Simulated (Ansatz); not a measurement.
Take MoS$_{2}$ in the 3R-MoS2 type structure (space group R3m, No. 160; layered, stacked along the Cartesian z axis) as the base.

```xyz
3
Lattice="1.5877 0.9167 6.1953 -1.5877 0.9167 6.1953 0.0000 -1.8333 6.1953" Properties=species:S:1:pos:R:3 pbc="T T T"
Mo     0.0000     0.0000     0.0001
S      0.0000     0.0000    13.9450
S      0.0000     0.0000    10.8357
```

Cartesian axes are those of the cell as printed.

Computed with DFT with r2SCAN+rVV10, PAW potentials and a 500 eV plane-wave cutoff in Ansatz (an electronic-structure program), no spin-orbit coupling, earlier PAW set.

The change: every lattice vector is shortened by 1.00 %; the atoms relax in the strained cell.

Question: Predict the stress tensor and what it implies for the stiffness.

Answer: Stress of the strained cell less that of the base (GPa, compression positive):
```
   3.27    0.00    0.00
   0.00    3.27    0.00
   0.00    0.00    0.84
```

Then B = −ΔP/(ΔV/V₀) with ΔV/V₀ = -0.0297 gives secant stiffness values (nonlinear terms included at this strain): B (at held cell shape, above the free-shape value) ≈ 83 GPa.

No phonon test of stability was made.
